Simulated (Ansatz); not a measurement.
Harmonic thermodynamics of CdI2 type TiTe2

Per mole of formula units at the relaxed static volume; finite displacements on a 6×6×2 mesh, Ansatz (a program for electronic structure), PBE functional, plane-wave PAW, k mesh 12×12×6, methfessel-paxton smearing of 0.15 eV; sums on an interpolated 12×12×4 mesh. The cell was generated from a structure type, relaxed within its symmetry, and need not be the phase found at ambient conditions. Spin-orbit coupling is not included. Zero-point energy 6.91 kJ/mol.

```
T (K)  F_vib (kJ/mol)  S (J/mol/K)  C_V (J/mol/K)
-----  --------------  -----------  -------------
100              4.87         49.5           55.8
150              1.76         74.1           64.9
200             -2.45         93.3           68.8
250             -7.52        108.9           70.9
300            -13.30        122.0           72.0
400            -26.59        142.9           73.2
600            -58.34        172.7           74.1
800            -95.13        194.1           74.4
1000              [?]          [?]            [?]
```

**Question.** What belongs in the gaps?

**Answer.** 
- 1000, F_vib (kJ/mol): -135.67
- 1000, S (J/mol/K): 210.7
- 1000, C_V (J/mol/K): 74.5

The crystal is held in this phase throughout; melting and phase transitions are not modelled.
